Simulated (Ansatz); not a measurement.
The reference is ZnGeP$_{2}$ in the chalcopyrite structure (space group I-42d, No. 122; a = 5.4999 Å, c = 10.8444 Å).

Calculations: Kohn–Sham DFT with the PBE functional, run in Ansatz (a quantum-chemistry and plane-wave program) with PAW and 420 eV plane waves, no spin-orbit coupling.

Carriers are added at fixed cell with a uniform background; the Fermi–Dirac width is that of 300 K.

One change was made to it. Results:

| quantity | base | after |
|---|---|---|
| Fermi level relative to the doped band's edge (positive inside the band; to 0.05 eV) | – | +0.70 eV |
| gap between the host's bands | 1.14 eV | 1.18 eV |
| gap character | indirect, Γ → X | direct at Γ |

Task: Name the change that was made.
(A) holes 7.0×10^21 cm⁻³
(B) electrons 7.0×10^21 cm⁻³
(C) electrons 1.0×10^22 cm⁻³
(D) holes 3.0×10^21 cm⁻³

Result: A, holes 7.0×10^21 cm⁻³. For comparison, the gap character in the other runs: electrons 7.0×10^21 cm⁻³ gives indirect, Γ → X; holes 3.0×10^21 cm⁻³ gives indirect, Γ → X; electrons 1.0×10^22 cm⁻³ gives indirect, Γ → X.

Carriers are added with a uniform compensating background; total energy and stress of such cells depend on the potential's zero and are not compared; many-body gap narrowing is missing at this level. Whether these cells are dynamically stable was not tested.
